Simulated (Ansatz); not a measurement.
Partial pair distribution functions of a relaxed model of amorphous Ge18Ga4Se42, broadened by 0.06 Å; density 4.42 g/cm³. These are PBE-D3(BJ), scalar-relativistic without spin-orbit coupling, PAW (Ansatz default set, large-core Se) (plane waves to 420 eV; Ansatz, a program for electronic structure) values and carry that method's errors.

A CHGNet melt-quench gave the starting glass, which DFT then relaxed. The hot cell started wider than the set density and was brought back towards it in steps. It is the lowest in DFT energy of 3 quenches. It is a model cell: composition and starting density were chosen by hand, and all elements were melted together. The geometry includes D3(BJ) dispersion. Its density started from a set value of 4.40 and ended at 4.42 g/cm³. Cooling (nominally 53 K/ps over its main leg) ran many orders faster than in experiment, which tends to leave more defects and strain. Values belong to this one cell and scatter from quench to quench. Volume and shape were free in the relaxation.

```tsv
r (Å)	g Ge-Se	g Ga-Se	g Ge-Ge	g Se-Se
2.15	0.01	0.00	0.00	0.00
2.25	0.75	0.52	0.00	0.12
2.35	7.47	6.97	0.00	0.66
2.45	9.50	10.56	0.00	0.37
2.55	2.78	3.88	0.00	0.03
2.65	0.67	1.16	0.00	0.00
2.75	0.54	0.23	0.00	0.05
2.85	0.28	0.00	0.00	0.13
2.95	0.25	0.00	0.20	0.06
3.05	0.15	0.00	1.25	0.27
3.15	0.11	0.00	1.03	0.42
3.25	0.35	0.18	1.32	0.61
3.35	0.51	0.52	0.79	1.06
3.45	0.51	0.30	1.28	1.49
3.55	0.98	0.50	2.09	1.63
3.65	0.76	0.51	2.59	2.31
3.75	0.73	0.75	2.02	2.79
3.85	0.47	0.57	1.81	2.28
3.95	0.52	0.56	1.19	2.26
4.05	0.75	1.91	1.67	2.72
4.15	0.89	0.99	0.86	1.93
4.25	0.97	0.88	0.67	1.78
4.35	1.28	1.75	0.19	1.22
4.45	0.75	1.33	0.25	0.89
4.55	0.65	0.81	0.49	0.62
4.65	0.85	0.77	0.55	0.59
4.75	1.06	1.16	0.62	0.35
4.85	1.04	1.29	0.51	0.20
4.95	0.88	1.17	0.57	0.27
5.05	0.92	0.84	1.45	0.48
5.15	1.25	0.67	1.00	0.66
5.25	1.55	1.25	1.36	0.72
5.35	1.43	1.56	0.88	0.72
5.45	1.27	1.83	0.89	0.56
5.55	1.21	0.95	0.54	0.61
5.65	1.57	0.86	0.91	0.76
5.75	1.42	2.00	1.01	0.72
5.85	1.40	1.78	0.92	0.98
5.95	1.13	0.95	1.07	1.22
```

Within 2.92 Å each Ge has 3.78 Se neighbours on average.
